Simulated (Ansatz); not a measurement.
## A computed series for hypothetical cubic perovskite TlCdBr3: response to strain

The reference is TlCdBr$_{3}$ in the cubic perovskite structure (space group Pm-3m, No. 221; a = 5.534 Å; a hypothetical phase, not in the database extracts checked). Axes: x, y, z lie along the cube axes.

Strains are applied to the cell and any free atomic positions relax; under stress the whole cell relaxes.

Levels (all Ansatz, a program for electronic structure, PAW): PBE (420 eV, without spin-orbit coupling); r2SCAN (500 eV, scalar-relativistic without spin-orbit coupling).

The base cell above is that of PBE; each level relaxes its own structures.

```tsv
case	band gap, PBE	band gap, r2SCAN
isotropic strain −5.56 %	0.97 eV	1.66 eV
uniaxial strain ε_xx = −0.60 %	0.82 eV	1.51 eV
uniaxial strain ε_yy = +0.71 %	0.79 eV	1.49 eV
uniaxial strain ε_yy = +1.99 %	0.74 eV	1.45 eV
uniaxial strain ε_yy = +4.40 %	0.66 eV	1.39 eV
uniaxial strain ε_zz = +2.25 %	0.73 eV	1.45 eV
tensor shear ε_xz = +0.95 %	0.78 eV	1.49 eV
uniaxial stress, 3 GPa compression along x	0.74 eV	1.43 eV
```

PBE lies below r2SCAN in every row, by 0.68 eV to 0.73 eV. Near ties aside, they put the cases in the same order.

With Tl present, leaving out spin-orbit coupling can change the band edges. Stability under load was not tested beyond the relaxation. Many cubic perovskites are stable only at high temperature; tilts and polar distortions were not tested.
